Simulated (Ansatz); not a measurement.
An ideal cubic perovskite cell is held by its symmetry; such compounds can tilt or shift off centre at room temperature. Cells marked so need not be the phases stable at ambient conditions, and some may be hypothetical.

 Where the default PAW files enter, the runs use the earlier of Ansatz's two default sets.

The gap is the functional's own, uncorrected, and κ follows it; spin-orbit coupling is left out. Mid-gap values are interpolated between the computed energies.

A. WS$_{2}$ (P6_3/mmc, 6 atoms a cell, 17.4 Å³ an atom, 2 GPa at this level), along the normal of (110)
B. MoS₂ (P-6m2, not sure to be the ambient phase, 3 atoms a cell, 19.0 Å³ an atom, 2 GPa at this level), along the normal of (101)
C. Ge (P4_32_12, not sure to be the ambient phase, 12 atoms a cell, 20.8 Å³ an atom), along the normal of (100)
D. CsPbBr$_{3}$ (Pm-3m, cubic perovskite, 5 atoms a cell, 42.1 Å³ an atom), along the normal of (111)

Q: Rank these by mid-gap decay constant of the slowest evanescent state (lowest first), as r2SCAN (Ansatz, a quantum-chemistry and plane-wave program) gives it.

A: C (0.07 1/Å), D (0.15 1/Å), A (0.19 1/Å), B (0.23 1/Å)
